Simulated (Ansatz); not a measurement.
Functionals compared on the (203) surface of tetragonal indium in its 1x1 cell, outermost plane spacing 0.59 Å in the ideal cut, in Ansatz (plane waves, PAW). The structure was relaxed with PBE; the other rows are single points on it, each with its references at the same level. Cutoff 420 eV (500 eV for r2SCAN).

Slab: 18 atoms, 10.0 Å thick at the start (thin: gaps and levels are the slab's own); k 11x3x1, smearing 0.1 eV, dipole-corrected; all atoms relaxed; held to the start's symmetry, so lower structures may exist; no spin, no spin-orbit, no U. These notes are the PBE run's.

| functional | surface energy (J/m²) | work function of the top face (eV) | rough cost of the single point |
|---|---|---|---|
| PBE | 0.31 | 3.80 | – |
| LDA | 0.46 | 4.08 | about 2.2 core-minutes (a rough figure) |
| PBEsol | 0.42 | 3.89 | very roughly 2.1 core-minutes |
| RPBE | ? | ? | around 2.5 core-minutes (rough) |
| r2SCAN | 0.34 | 3.91 | roughly 4 core-minutes |

Task: What belongs in the gaps?

Result: 
- RPBE, surface energy (J/m²): 0.22
- RPBE, work function of the top face (eV): 3.67

Ansatz is a quantum-chemistry and plane-wave program.
